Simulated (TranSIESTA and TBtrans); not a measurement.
System: Al chain with one O atom inserted. Leads: straight Al chain, spacing 2.328 Å. Geometry: 3 atoms about the centre moved by SIESTA (PBE, DZP) to a largest force of 0.02 eV/Å, all others as built, motion along the axis alone. Transport runs along z; the first 6 and the last 6 of the 21 atoms are the lead cells, repeated to infinity.

```xyz
21
Lattice="9.000 0.000 0.000 0.000 9.000 0.000 0.000 0.000 47.982" Properties=species:S:1:pos:R:3 pbc="F F T"
Al     4.500     4.500     0.000
Al     4.500     4.500     2.328
Al     4.500     4.500     4.656
Al     4.500     4.500     6.984
Al     4.500     4.500     9.312
Al     4.500     4.500    11.640
Al     4.500     4.500    13.968
Al     4.500     4.500    16.296
Al     4.500     4.500    18.624
Al     4.500     4.500    21.092
O      4.500     4.500    22.833
Al     4.500     4.500    24.572
Al     4.500     4.500    27.030
Al     4.500     4.500    29.358
Al     4.500     4.500    31.686
Al     4.500     4.500    34.014
Al     4.500     4.500    36.342
Al     4.500     4.500    38.670
Al     4.500     4.500    40.998
Al     4.500     4.500    43.326
Al     4.500     4.500    45.654
```
Starting moments (μB): atom 11 +0.5.

Run with TranSIESTA and TBtrans (open boundaries, self-consistent; PseudoDojo norm-conserving potentials, scalar-relativistic): Spin polarized, PAO.BasisSize DZP, PAO.EnergyShift 0.15 eV, XC.Authors PBE, Mesh.Cutoff 200 Ry, ElectronicTemperature 300 K, TS.Voltage 0.0 eV, TBT.Elecs.Eta 0.001 eV.

Energies count from the leads' Fermi level. Transmissions are for each spin. The energy step is 0.01 eV; narrower resonances are cut or missed.

| E (eV) | T up | T down |
|---|---|---|
| -0.20 | 0.348 | 0.350 |
| -0.15 | 0.392 | 0.397 |
| -0.10 | 0.431 | 0.438 |
| -0.05 | 0.457 | 0.465 |
| 0.00 | 0.467 | 0.476 |
| 0.05 | 0.461 | 0.471 |
| 0.10 | 0.443 | 0.452 |
| 0.15 | 0.418 | 0.426 |
| 0.20 | 0.389 | 0.396 |

Question: Give the zero-bias conductance in μS and the resistance at 300 K.

Answer: At the Fermi level the mean of both spins is (0.467 + 0.476)/2 = 0.472. Averaged with −∂f/∂E over the full grid (kT = 25.9 meV) it is 0.465. With G0 = 2e²/h = 77.48 μS, G = 36.0 μS and R = 1/G = 27.8 kΩ.

Question: The eigenchannels at the Fermi level (both spins) transmit 0.233, 0.233, 0.238, 0.238. What Fano factor of the shot noise follows at low temperature and bias?

Answer: F = Σ τ(1 − τ)/Σ τ = 0.720/0.942 = 0.76.

Moments were seeded on the central atoms alone, and one start was tried. The straight chain is held at its spacing; free chains may zigzag or dimerise.
